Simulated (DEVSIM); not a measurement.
Structure: Ru/HfO2/p-Si capacitor, at 250 K.

```tsv
layer (left to right)	material	thickness (nm)	Na (cm⁻³)
1	HfO2	2.00	-
2	Si	1400	1.8e17
```

Metal gate on the left, work function 4.7 eV. Fixed charge at the semiconductor interface 0 cm⁻² (in units of +e); no interface traps.

This is a model device: material constants are rounded textbook-type values typed into the input, and sizes, dopings and lifetimes were drawn at random. Values at 300 K; Nc and Nv go as T^1.5, mobilities as T to minus their exponent, the gap by Varshni's rule with the affinity fixed.

```csv
parameter,HfO2,Si
gap (eV),5.7,1.124
affinity (eV),2.5,4.05
permittivity,22,11.7
Nc (cm⁻³),-,2.86e19
Nv (cm⁻³),-,3.1e19
Varshni α (eV/K),-,0.000473
Varshni β (K),-,636
```

DEVSIM, 1D Poisson equation in equilibrium, Boltzmann statistics, complete ionisation; no quantum confinement or tunnelling. Metal contacts follow the ideal Schottky-Mott rule: no Fermi-level pinning, no interface dipoles.

The interface trap density was swept, all else fixed.

```json
[
 {"interface trap density (cm^-2 eV^-1)": "0", "threshold voltage (band bending 2φF) (V)": "0.57", "minimum of the low-frequency capacitance (μF/cm²)": "0.137", "flat-band voltage (V)": "-0.38"},
 {"interface trap density (cm^-2 eV^-1)": "1e10", "threshold voltage (band bending 2φF) (V)": "0.57", "minimum of the low-frequency capacitance (μF/cm²)": "0.139", "flat-band voltage (V)": "-0.38"},
 {"interface trap density (cm^-2 eV^-1)": "1e11", "threshold voltage (band bending 2φF) (V)": "0.57", "minimum of the low-frequency capacitance (μF/cm²)": "0.152", "flat-band voltage (V)": "-0.38"},
 {"interface trap density (cm^-2 eV^-1)": "3e11", "threshold voltage (band bending 2φF) (V)": "0.57", "minimum of the low-frequency capacitance (μF/cm²)": "0.183", "flat-band voltage (V)": "-0.38"},
 {"interface trap density (cm^-2 eV^-1)": "1e12", "threshold voltage (band bending 2φF) (V)": "0.58", "minimum of the low-frequency capacitance (μF/cm²)": "0.289", "flat-band voltage (V)": "-0.39"},
 {"interface trap density (cm^-2 eV^-1)": "2e12", "threshold voltage (band bending 2φF) (V)": "0.59", "minimum of the low-frequency capacitance (μF/cm²)": "0.437", "flat-band voltage (V)": "-0.40"}
]
```

From the first row to the last the threshold voltage (band bending 2φF) goes from 0.57 to 0.59. From the first row to the last the minimum of the low-frequency capacitance goes from 0.137 to 0.437.
